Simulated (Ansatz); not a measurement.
Fluorite CoSi2 was calculated with LDA (plane waves, PAW; Ansatz, a first-principles code).

Settings: plane-wave cutoff 500 eV, 14×14×14 k mesh, Fermi–Dirac smearing 0.05 eV, no spin polarisation, scalar-relativistic PAW data made under PBE.

Computed at the level's own relaxed cell.

**Question.** Predict the volume per atom and lattice parameter a.

**Answer.** 
* **volume per atom**: 12.22 Å³/atom
* **lattice parameter a**: 5.274 Å

Measured, for comparison: equilibrium volume per atom 12.87 Å³/atom, lattice constant a 5.365 Å (room temperature, not corrected to a static lattice; as tabulated in Hegde and Bowen (2014), arXiv:1405.1317). Computed (rounded) less measured: equilibrium volume per atom -5.1 %, lattice constant a -1.7 %. A static lattice is as a rule a little smaller and stiffer than an uncorrected measurement, which narrows the difference in the lattice constant a and would widen misses of the other sign.
